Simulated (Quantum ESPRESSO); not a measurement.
Input and output of a self-consistent single point for ScAu₄ (I4/m, 5 atoms in the cell) (Quantum ESPRESSO).

Method of the run: LDA (PZ), GBRV 1.5 ultrasoft (LDA) pseudopotentials (plane waves; Quantum ESPRESSO).

The change in words: lattice scaled by 0.98. Reference geometry:
```
CELL_PARAMETERS angstrom
      3.27168    -3.27168     2.01267
      3.27168     3.27168     2.01267
     -3.27168    -3.27168     2.01267
ATOMIC_POSITIONS crystal
  Sc 0.00000 0.00000 0.00000
  Au 0.60047 0.60235 0.79718
  Au 0.39953 0.39765 0.20282
  Au 0.19483 0.20282 0.60235
  Au 0.80517 0.79718 0.39765
```

Reference input (self-consistent single point, DFT, LDA (PZ), plane waves, GBRV 1.5 ultrasoft (LDA) pseudopotentials): ecutwfc = 50 Ry; ecutrho = 400 Ry; occupations = smearing; smearing = gauss; degauss = 0.019992 Ry; potentials = {Sc: sc_lda_v1.uspp.F.UPF, Au: au_lda_v1.uspp.F.UPF}; K_POINTS = automatic 6 6 6 0 0 0; conv_thr = 1e-10 Ry; mixing_beta = 0.3. This run's input differs from it in these lines:

```diff
@@ -10,4 +10,4 @@
     ibrav = 7
-    celldm(1) = 12.365169673
-    celldm(3) = 0.61517879330
+    celldm(1) = 12.117864995
+    celldm(3) = 0.61517898329
     nat = 5
@@ -29,6 +29,6 @@
 Sc    0.000000000    0.000000000    0.000000000
-Au   -3.674681124    1.265575116    3.803395079
-Au   -2.507903713    4.917009721    0.000000000
-Au   -7.448159953    2.507903713    0.000000000
-Au    1.265575116    3.674681124    3.803395079
+Au   -3.601187119    1.240263482    3.727327934
+Au   -2.457745378    4.818669015    0.000000000
+Au   -7.299195980    2.457745378    0.000000000
+Au    1.240263482    3.601187119    3.727327934
 K_POINTS {automatic}
```

Output, abridged:

```
     Self-consistent Calculation

     iteration #  1     ecut=    50.00 Ry     beta= 0.30

     total energy              =    -553.87592542 Ry
     estimated scf accuracy    <       1.22483660 Ry

     iteration #  2     ecut=    50.00 Ry     beta= 0.30

     total energy              =    -554.18305668 Ry
     estimated scf accuracy    <       0.22990934 Ry

     iteration #  3     ecut=    50.00 Ry     beta= 0.30

     total energy              =    -554.18884114 Ry
     estimated scf accuracy    <       0.03089068 Ry

   [... 11 blocks of this kind left out ...]

     iteration # 15     ecut=    50.00 Ry     beta= 0.30

     total energy              =    -554.19971870 Ry
     estimated scf accuracy    <          1.4E-10 Ry

     iteration # 16     ecut=    50.00 Ry     beta= 0.30
     End of self-consistent calculation

     the Fermi energy is    16.3066 ev

!    total energy              =    -554.19971870 Ry
     estimated scf accuracy    <          4.8E-11 Ry
     smearing contrib. (-TS)   =      -0.00432967 Ry
     internal energy E=F+TS    =    -554.19538903 Ry

     convergence has been achieved in  16 iterations

     Forces acting on atoms (cartesian axes, Ry/au):

     atom    1 type  1   force =    -0.00000000    0.00000000    0.00000000
     atom    2 type  2   force =    -0.00200593   -0.00154526   -0.00000000
     atom    3 type  2   force =     0.00200593    0.00154526   -0.00000000
     atom    4 type  2   force =     0.00154526   -0.00200593    0.00000000
     atom    5 type  2   force =    -0.00154526    0.00200593    0.00000000

     Total force =     0.005064     Total SCF correction =     0.000006

          total   stress  (Ry/bohr**3)                   (kbar)     P=       56.96
   0.00038196   0.00000000   0.00000000           56.19        0.00        0.00
  -0.00000000   0.00038196  -0.00000000           -0.00       56.19       -0.00
   0.00000000  -0.00000000   0.00039767            0.00       -0.00       58.50

   JOB DONE.
```

The run converged in 16 iterations. Against the reference run the free energy goes up by 1.1 meV/atom, the pressure goes from -4.84 to 5.70 GPa and the largest force goes from 0.024 to 0.065 eV/Å.

The starting cell comes from a database of computed structures (which also holds hypothetical and non-ambient phases and stackings), without a prior relaxation at this level. Its lattice was rescaled by a random factor within 2.5 % of one. For this run, on top of that: lattice scaled by 0.98. With a pressure of about 6 GPa the cell is away from its equilibrium volume at this level.

Cost on one core of a shared machine: roughly 3 min.
